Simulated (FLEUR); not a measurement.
# Convergence study of the basis cutoff for Co (P-3m1, 2 atoms in the cell)

```yaml
crystal:
  lattice:
    - [1.26127, -2.18459, 0.00000]
    - [1.26127, 2.18459, 0.00000]
    - [0.00000, 0.00000, 4.09035]
  atoms:
    - { symbol: Co, position: [0.33333, 0.66667, 0.26222], spin: 2.0 }
    - { symbol: Co, position: [0.66667, 0.33333, 0.75000], spin: 2.0 }
```
(The spins are starting values, not results.)

Method: LDA (Perdew-Zunger), all-electron FLAPW (FLEUR), scalar-relativistic valence.

Base settings: Kmax = 3.7 1/bohr; GmaxXC = 14.8 1/bohr; xcFunctional = pz; jspins = 2; l_soc = F; mode = hist; fermiSmearingEnergy = 0.00367493 Htr; mesh (inpgen div1-3) = 5 5 3; inpgen gamma flag = false; Gmax = 14.8 1/bohr.

Moved along: Gmax, GmaxXC.

The second cell is the first with its lattice scaled by 0.98.

The mesh stays at the base's, so the ladder's end is converged at best in this setting alone.

Only quantities that move along the ladder and can be compared are tabulated.

The magnetic state is not the same in all runs (site moments differ, or a search went on to a lower state), so steps between rows are not convergence errors alone.

The starting cell has typed, rounded lattice constants, without a prior relaxation at this level. Its lattice was rescaled by up to half a per cent. One atom was moved a little off its site on purpose. The magnetic order is the one reached from the typed start; others were not searched systematically. Values depend on the basis (sphere radii, cutoffs, local orbitals), which need not be converged.

| Kmax | free energy less the last step's (meV/atom) | energy of the compressed cell less the first (meV/atom) | largest difference of a force vector from the last step's (eV/Å) | net moment (μB/atom) |
|---|---|---|---|---|
| 2.19 1/bohr | 25399.48 | -1369.60 | 2.479 | 0.000 |
| 2.34 1/bohr | 19665.93 | -1825.10 | 7.349 | 0.000 |
| 2.48 1/bohr | 14255.06 | -535.15 | 5.094 | 0.000 |
| 2.62 1/bohr | 9531.61 | -614.11 | 2.884 | 1.795 |
| 2.74 1/bohr | 5901.37 | 21.53 | 0.941 | 1.787 |
| 2.87 1/bohr | 3742.15 | -28.36 | 0.217 | 1.801 |
| 3.1 1/bohr | 1552.80 | 12.22 | 0.076 | 1.672 |
| 3.31 1/bohr | 709.45 | -54.29 | 0.015 | 1.692 |
| 3.51 1/bohr | 356.34 | -67.46 | 0.002 | 1.682 |
| 3.7 1/bohr | 183.45 | -79.93 | 0.002 | 1.702 |
| 3.88 1/bohr | 96.00 | -73.40 | 0.004 | 1.707 |
| 4.05 1/bohr | 50.29 | -68.57 | 0.004 | 1.708 |
| 4.3 1/bohr | 19.56 | -70.47 | 0.003 | 1.709 |
| 4.53 1/bohr | 7.53 | -70.59 | 0.002 | 1.709 |
| 4.89 1/bohr | 0.00 | -70.25 | 0.000 | 1.710 |

Coarsest Kmax that holds the free energy within 5 meV/atom: not settled: the last two steps still differ by 7.5 meV/atom, over half the tolerance, so the ladder does not show it.

Coarsest Kmax that holds the forces within 0.02 eV/Å of the last step, with all finer ones: 3.31 1/bohr; the step before is off by 0.076 eV/Å.

Coarsest Kmax that holds the net moment within 0.05 μB/atom of the last step, with all finer ones: 3.1 1/bohr; the step before is off by 0.091 μB/atom.
